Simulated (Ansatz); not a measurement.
**Pressure series in hypothetical zinc blende KF**

Take KF in the zinc blende structure (space group F-43m, No. 216; a hypothetical phase, not in the database extracts checked) as the base.

```yaml
crystal:
  lattice:
    - [0.00000, 2.93631, 2.93631]
    - [2.93631, 0.00000, 2.93631]
    - [2.93631, 2.93631, 0.00000]
  atoms:
    - { symbol: F, position: [0.75000, 0.75000, 0.75000] }
    - { symbol: K, position: [0.00000, 0.00000, 0.00000] }
```

Cell and atoms are relaxed at each pressure.

Method: Ansatz (a quantum-chemistry and plane-wave program), r2SCAN, PAW, cutoff 500 eV, no SOC.

Candidates:
(a) pressure −1 GPa
(b) pressure 4.2 GPa
(c) pressure 9 GPa

Before the change:

| Property | Value |
|---|---|
| Band gap | 5.75 eV |

Problem. Order them by band gap, lowest first.

Solution. (a) pressure −1 GPa (5.63 eV), (b) pressure 4.2 GPa (6.08 eV), (c) pressure 9 GPa (6.32 eV)

Load acts through the strain it causes; cell and atoms are relaxed under it. Whether these cells are dynamically stable was not tested. No other phases were tried under pressure.
